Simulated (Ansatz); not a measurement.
**fcc Pd (0 0 1) on zinc-blende ZnSe (0 0 1) (film strained to the substrate, started from cuts of the bulks and a machine-learned relaxation; slabs Se5Zn6 and Pd12, which can lie off the formulas)**

A periodic stack without vacuum, fcc Pd (0 0 1) on zinc-blende ZnSe (0 0 1) (film strained to the substrate, started from cuts of the bulks and a machine-learned relaxation; slabs Se5Zn6 and Pd12, which can lie off the formulas): substrate slab Se5Zn6, film Pd12, surface cells [[1, 0], [1, 1]] and [[0, -1], [2, 1]], film strained by +2.8 and +2.8 %, outermost planes Zn/Zn and Pd/Pd as cut, which need not be the usual terminations and can put a slab off its formula.

The start was prepared with a machine-learned potential, and the result is one local minimum, with the in-plane cell held and forces under 0.04 eV/Å; the film can end far from its bulk form.

All values below come from PBE (plane waves to 420 eV, PAW; Ansatz, a quantum-chemistry and plane-wave program). No spin–orbit coupling; the runs are not spin-polarised; PBE gaps are too small against experiment. Its k-point mesh 8×8×1, Fermi–Dirac width 0.05 eV.

```
Property                                                                                   Result
--------------------------------------------------------------------------------  ---------------
interface area                                                                            16.5 Å²
period                                                                                    27.22 Å
heights between the nearest atoms of the two slabs at the two interfaces          1.63 and 1.63 Å
Pd–Zn contacts across the interfaces within 1.22 times the sum of covalent radii   8, mean 2.61 Å
Pd–Se contacts across the interfaces within 1.22 times the sum of covalent radii   2, mean 3.12 Å
hole barrier (PBE)                                                                        0.78 eV
electron barrier (PBE)                                                                    0.37 eV
```

```xyz
23
Lattice="4.0551 0.0000 0.1413 -0.0002 4.0549 -0.0239 -0.9494 -1.8692 27.2112" Properties=species:S:1:pos:R:3 pbc="T T T"
Se     0.8636     2.0295     2.1599
Se     0.6563     2.0625     7.8882
Se     2.7842     0.0186     5.1059
Se     0.4580     2.0965    13.6176
Se     2.5847     0.0521    10.8357
Zn     0.8064     0.0101     3.6021
Zn     2.9468     2.0222     0.7354
Zn     0.6064     0.0434     9.3328
Zn     2.7335     2.0544     6.5272
Zn     0.4153     0.0781    15.1253
Zn     2.5339     2.0881    12.2582
Pd     0.2925     0.0995    18.6848
Pd     2.3201     2.1268    18.7389
Pd     2.3855     0.0883    16.8655
Pd     0.3599     2.1154    16.7387
Pd     0.1624     0.1215    22.4309
Pd     2.1901     2.1490    22.4944
Pd     2.2553     0.1105    20.6322
Pd     0.2272     2.1381    20.5594
Pd     0.0281     0.1438    26.2517
Pd     2.0573     2.1708    26.2630
Pd     2.1236     0.1324    24.3884
Pd     0.0966     2.1599    24.3060
```
